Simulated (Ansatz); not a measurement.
Migration barriers of dopant-vacancy pairs in nitrides: PBE bands (Ansatz, a program for electronic structure, plane waves to 420 eV, PAW, climbing-image NEB) beside the CHGNet universal potential on its own band (it has no charge state). Forward barriers of single hops from the lowest site run, static nuclei, no finite-size correction. The rows are a random draw from the bands that converged and passed our checks of state and shape. Saddle orders were checked for a part of the study's bands only and are not shown. Vacancies start on their lattice site; split forms were not set up. Charge states are imposed.

```
Defect                                                                                                                                                     Route  Hop (Å), direction in the unit cell  End over start, densest mesh run (eV)                               Cell and PBE mesh  CHGNet k-points  PBE (eV)  CHGNet (eV)
----------------------------------------------------------------  ----------------------------------------------------------------------------------------------  -----------------------------------  -------------------------------------  ----------------------------------------------  ---------------  --------  -----------
Si-vacancy pair (Si on B, B vacant) in zinc-blende BN, charge -2   a nearby B jumps into the vacancy (Si-vacancy distance between ideal sites 2.56 Å throughout)        2.57 along (0.50, 0.50, 0.00)                                   0.00                         64 sites, 2×2×2 shifted             none      3.69         2.34
Al-vacancy pair (Al on Ga, Ga vacant) in wurtzite GaN, charge -3      a nearby Ga jumps into the vacancy (Al-vacancy distance between ideal sites 3.21 → 4.55 Å)       3.11 along (0.00, -0.97, 0.00)                                   0.04  72 sites, one k-point at (0.125, 0.250, 0.250)             none      2.23         1.54
S-vacancy pair (S on N, N vacant) in zinc-blende BN, charge 0       S changes places with the vacancy (S-vacancy distance between ideal sites 2.56 Å throughout)       2.22 along (0.00, 0.43, -0.43)                                   0.00                         64 sites, 2×2×2 shifted             none      4.55         1.57
O-vacancy pair (O on N, N vacant) in rock-salt TiN, charge 0        a nearby N jumps into the vacancy (O-vacancy distance between ideal sites 3.00 Å throughout)        2.96 along (0.49, 0.49, 0.00)                                   0.00                         64 sites, 2×2×2 shifted             none      2.98         1.59
Al-vacancy pair (Al on Ga, Ga vacant) in wurtzite GaN, charge -3  a nearby Ga jumps into the vacancy (Al-vacancy distance between ideal sites 3.21 Å throughout)      3.08 along (-0.32, -0.64, 0.48)                                  -0.03  72 sites, one k-point at (0.125, 0.250, 0.250)             none      1.84         1.55
Al-vacancy pair (Al on B, B vacant) in zinc-blende BN, charge -3       a nearby B jumps into the vacancy (Al-vacancy distance between ideal sites 2.56 → 4.44 Å)       2.44 along (0.48, 0.01, -0.47)                                   0.01                         64 sites, 2×2×2 shifted             none      2.95            ?
Si-vacancy pair (Si on B, B vacant) in zinc-blende BN, charge -2       a nearby B jumps into the vacancy (Si-vacancy distance between ideal sites 2.56 → 3.62 Å)       2.47 along (0.00, 0.49, -0.47)                                   0.59                         64 sites, 2×2×2 shifted             none      3.72            ?
```

Problem. Complete the blanks.

Solution. 
- Si-vacancy pair (Si on B, B vacant) in zinc-blende BN, charge -2, CHGNet (eV): 2.37
- Al-vacancy pair (Al on B, B vacant) in zinc-blende BN, charge -3, CHGNet (eV): 2.07
